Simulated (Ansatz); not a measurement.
The structure below was relaxed with plane-wave PAW DFT at the PBEsol level (Ansatz, a quantum-chemistry and plane-wave program, 420 eV), without spin-orbit coupling.

```xyz
1
Lattice="-1.7782 1.7782 1.7782 1.7782 -1.7782 1.7782 1.7782 1.7782 -1.7782" Properties=species:S:1:pos:R:3 pbc="T T T"
Mg     0.0000     0.0000     0.0000
```

Find the space group and the Wyckoff positions.

Space group Im-3m (No. 229); a = 3.5563 Å, b = 3.5563 Å, c = 3.5563 Å, α = 90.00°, β = 90.00°, γ = 90.00°

```csv
atom,site,symmetry,x,y,z
Mg,2a,m-3m,0.0000,0.0000,0.0000
```

Describe the coordination.

The crystal has 2 atoms in its conventional cell. Cell: a = b = c = 3.5563 Å, α = β = γ = 90.00°. Mg is coordinated by 8 Mg at 3.080 Å and 6 Mg at 3.556 Å. (Neighbours: up to the widest gap in distance over summed covalent radii, below 1.35, at either atom.)

No phonon test of stability was made. The cell was made from Ba by this change: Ba → Mg; the result is a model cell, its experimental status unchecked. This is not the structure that Mg has at room temperature and ambient pressure.
